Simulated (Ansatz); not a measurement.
The reference is LaP in the CsCl type structure (space group Pm-3m, No. 221; a = 3.6409 Å; a hypothetical phase, not in the database extracts checked; relaxed with 0.1 eV smearing). Axes: x, y, z lie along the cube axes.

(Cell as relaxed with PBE.)

Levels (all Ansatz, a first-principles code, PAW): PBE (420 eV, no SOC); r2SCAN (500 eV, scalar-relativistic without spin-orbit coupling).

Each level relaxes its own structure.

```
base                        PBE      r2SCAN
-------------------  ----------  ----------
volume per atom        24.13 Å³    24.30 Å³
lattice parameter a  6.880 bohr  6.896 bohr
band gap                   zero        zero
```

The change: compressive biaxial strain of 0.79 % in the plane normal to [001], as in epitaxy on a mismatched substrate; the out-of-plane cell vector and the atoms relax.

| quantity | PBE | r2SCAN |
|---|---|---|
| energy relative to the base (free energy F) | +1.4 meV/atom | [?] |
| volume per atom | 23.87 Å³ | [?] |
| pressure (mean of the normal stresses, compression positive) | 0.8 GPa | [?] |

### Question
What does r2SCAN give?

### Answer

- energy relative to the base (free energy F), r2SCAN: +1.7 meV/atom
- volume per atom, r2SCAN: 24.01 Å³
- pressure (mean of the normal stresses, compression positive), r2SCAN: 1.0 GPa

PBE's volume per atom lies 0.133 Å³ below r2SCAN's (0.6 %); PBE's pressure lies 0.2 GPa below r2SCAN's. Neither level is exact; r2SCAN is the comparison here, not a measurement.

No phonon test of stability was made. The final runs are not spin-polarised.
